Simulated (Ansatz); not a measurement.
This concerns the energy of the reaction as written. Reaction: 3/8 cell B + 5/8 cell C → cell A. A negative value means that the right-hand side lies lower.

Cell A: a slab of Ir (fcc, Fm-3m) cut along (111), 21 atoms, hexagonal cell of 5.48 Å (26.0 Å²), symmetry P3m1 within 0.02 Å, 10.8 Å thick under 16 Å of vacuum, in-plane vectors held at the crystal's; planes from bottom to top: Ir4 × 5 | Cl, its two faces unlike (dipole correction applied); added, foreign or displaced atoms, above the top plane: Cl bound to 3 Ir at 2.52 Å; spin state with PBE: run without spin, k-point mesh 10×10×1.
```
Ir20Cl
1.0
    5.47549     0.00000     0.00000
    2.73774     4.74191     0.00000
    0.00000     0.00000    26.87983
Ir Cl
20 1
Cartesian
  5.47549   1.58064   8.05321
  2.73774   1.57887   8.05026
  6.84283   3.95247   8.05026
  4.10814   3.95247   8.05026
  0.00000   0.00141  10.24164
  2.73774   0.00000  10.23470
  1.36765   2.37025  10.24164
  4.10783   2.37025  10.24164
  1.37048   0.78939  12.46836
  4.10501   0.78939  12.46836
  2.73774   3.16127  12.46740
  5.47549   3.16313  12.46836
  5.47549   1.58064  14.78417
  2.73774   1.58166  14.68086
  6.84525   3.95108  14.68086
  4.10572   3.95108  14.68086
  0.00000   0.02456  16.90977
  2.73774   0.00000  16.85222
  1.34760   2.35867  16.90977
  4.12788   2.35867  16.90977
  2.73774   3.16127  18.84979
```

Cell B: a slab of Ir (fcc, Fm-3m) cut along (111), 46 atoms, hexagonal cell of 8.21 Å (58.4 Å²), symmetry P3m1 within 0.02 Å, 10.8 Å thick under 16 Å of vacuum, in-plane vectors held at the crystal's; planes from bottom to top: Ir9 × 5 | Cl, its two faces unlike (dipole correction applied); added, foreign or displaced atoms, above the top plane: Cl bound to 3 Ir at 2.50 Å; spin state with PBE: run without spin, k-point mesh 5×5×1.
```
CELL_PARAMETERS angstrom
      8.21323     0.00000     0.00000
      4.10661     7.11286     0.00000
      0.00000     0.00000    26.87983
ATOMIC_POSITIONS crystal
  Ir 0.88906 0.22214 0.29958
  Ir 0.22214 0.22214 0.29958
  Ir 0.55562 0.22209 0.29964
  Ir 0.88897 0.55538 0.29977
  Ir 0.22209 0.55562 0.29964
  Ir 0.55562 0.55562 0.29964
  Ir 0.88897 0.88897 0.29977
  Ir 0.22214 0.88906 0.29958
  Ir 0.55538 0.88897 0.29977
  Ir 0.99983 0.99983 0.38104
  Ir 0.33368 0.99983 0.38104
  Ir 0.66651 0.00031 0.38120
  Ir 0.99983 0.33368 0.38104
  Ir 0.33341 0.33341 0.38095
  Ir 0.66652 0.33341 0.38095
  Ir 0.00031 0.66651 0.38120
  Ir 0.33341 0.66652 0.38095
  Ir 0.66651 0.66651 0.38120
  Ir 0.11111 0.11111 0.46329
  Ir 0.44385 0.11108 0.46411
  Ir 0.77840 0.11108 0.46411
  Ir 0.11108 0.44385 0.46411
  Ir 0.44444 0.44444 0.46377
  Ir 0.77840 0.44385 0.46411
  Ir 0.11108 0.77840 0.46411
  Ir 0.44385 0.77840 0.46411
  Ir 0.77778 0.77778 0.46384
  Ir 0.88643 0.22345 0.54774
  Ir 0.22345 0.22345 0.54774
  Ir 0.55523 0.22288 0.54668
  Ir 0.88892 0.55549 0.54657
  Ir 0.22288 0.55523 0.54668
  Ir 0.55523 0.55523 0.54668
  Ir 0.88892 0.88892 0.54657
  Ir 0.22345 0.88643 0.54774
  Ir 0.55549 0.88892 0.54657
  Ir 0.99982 0.99982 0.62819
  Ir 0.33370 0.99982 0.62819
  Ir 0.66885 0.99564 0.62790
  Ir 0.99982 0.33370 0.62819
  Ir 0.32948 0.32948 0.62900
  Ir 0.67437 0.32948 0.62900
  Ir 0.99564 0.66885 0.62790
  Ir 0.32948 0.67437 0.62900
  Ir 0.66885 0.66885 0.62790
  Cl 0.44444 0.44444 0.69952
```

Cell C: a slab of Ir (fcc, Fm-3m) cut along (111), 6 atoms, hexagonal cell of 2.74 Å (6.5 Å²), symmetry P3m1 within 0.02 Å, 11.0 Å thick under 16 Å of vacuum, in-plane vectors held at the crystal's; planes from bottom to top: Ir × 5 | Cl, its two faces unlike (dipole correction applied); added, foreign or displaced atoms, above the top plane: Cl bound to 3 Ir at 2.69 Å; spin state with PBE: run without spin, k-point mesh 19×19×1.
```yaml
crystal:
  lattice:
    - [2.73774, 0.00000, 0.00000]
    - [1.36887, 2.37095, 0.00000]
    - [0.00000, 0.00000, 26.87983]
  atoms:
    - { symbol: Ir, position: [0.66667, 0.66667, 0.29848] }
    - { symbol: Ir, position: [0.00000, 0.00000, 0.37999] }
    - { symbol: Ir, position: [0.33333, 0.33333, 0.46267] }
    - { symbol: Ir, position: [0.66667, 0.66667, 0.54635] }
    - { symbol: Ir, position: [0.00000, 0.00000, 0.62684] }
    - { symbol: Cl, position: [0.33333, 0.33333, 0.70777] }
```

Computed with Ansatz (plane waves, PAW), its default PAW set, cutoff 420 eV, 500 eV for r2SCAN. The structures are at rest with PBE, within the held lattices; other levels are single points on them. Neutral cells; Fermi-Dirac smearing of at most 0.10 eV in the solids, energies taken to zero width. The lattices are those relaxed with PBE, so at other levels the solids can be strained, which adds to the spread. Larger cells are relaxed from a start prepared with the learned potential CHGNet, on a coarser mesh till forces fall under 0.03 eV/Å, which some starts already meet. A dispersion term (D3(BJ), or D4 for r2SCAN) was computed beside these levels and is taken off wherever the name lacks it. The PAW files were made for PBE and serve at the other functionals too. Space groups of crystals are read within 0.01 Å. Nuclei at rest; no vibrational terms. Cells are local rest points, mostly with their start's symmetry. The runs are scalar-relativistic, without spin-orbit coupling. No Hubbard U is applied. No correction for cell size. The cells' k-point meshes differ in density, so the last digit is unsettled. Cell A has symmetry P3m1 within 0.02 Å and got no random move, so less symmetric positions, which may lie lower, weren't tried. Cell B has symmetry P3m1 within 0.02 Å and got no random move, so less symmetric positions, which may lie lower, weren't tried. Cell C has symmetry P3m1 within 0.02 Å and got no random move, so less symmetric positions, which may lie lower, weren't tried.

Task: Give the value at the level r2SCAN.

Result: -1.24 eV, for 3/8 cell B + 5/8 cell C → cell A.

Task: What do the other levels give, and how wide is the spread?

Result: 
| Level | value (eV) | less r2SCAN |
|---|---|---|
| PBE | -1.13 | 0.11 |

The levels shown span 0.11 eV, from r2SCAN (-1.24) to PBE (-1.13).

Ansatz is a quantum-chemistry and plane-wave program.
